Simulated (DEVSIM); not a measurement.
Structure: abrupt Si p-n junction, at 300 K.

```csv
layer (left to right),material,thickness (μm),Nd (cm⁻³),Na (cm⁻³),τn (s),τp (s)
1,Si,27.0,-,1e15,0.00059,0.00059
2,Si,1.10,1.3e16,-,0.00059,0.00059
```

Left contact: ohmic. Right contact: ohmic. Voltage is applied to the left contact. Recombination: SRH at mid-gap, radiative. Mobility is μmin + (μ − μmin)/(1 + (N/Nref)^α).

The device is made up for the run: typed textbook-type constants, with dimensions and the other settings drawn at random. Values at 300 K.

| parameter | Si |
|---|---|
| gap (eV) | 1.124 |
| affinity (eV) | 4.05 |
| permittivity | 11.7 |
| Nc (cm⁻³) | 2.86e19 |
| Nv (cm⁻³) | 3.1e19 |
| μn (cm²/Vs) | 1417 |
| μp (cm²/Vs) | 470 |
| μn,min | 52 |
| μp,min | 45 |
| Nref,n | 9.7e16 |
| Nref,p | 2.2e17 |
| αn | 0.68 |
| αp | 0.72 |
| B (cm³/s) | 4.7e-15 |

Model (solved in DEVSIM): 1D drift-diffusion, Boltzmann statistics, complete ionisation; no tunnelling, impact ionisation, image-force lowering or self-heating.

The thickness of layer 2 was swept, all else fixed.

```tsv
thickness of layer 2 (μm)	dark forward voltage at 1 A/cm² (V)	dark forward voltage at 100 A/cm² (V)
0.22	0.557	1.133
0.39	0.564	1.056
0.66	0.569	1.003
1.1	0.572	?
1.9	0.574	0.928
3.3	0.576	0.899
5.5	0.577	0.882
```

Q: Complete the blanks.

A: 
- 1.1, dark forward voltage at 100 A/cm² (V): 0.963
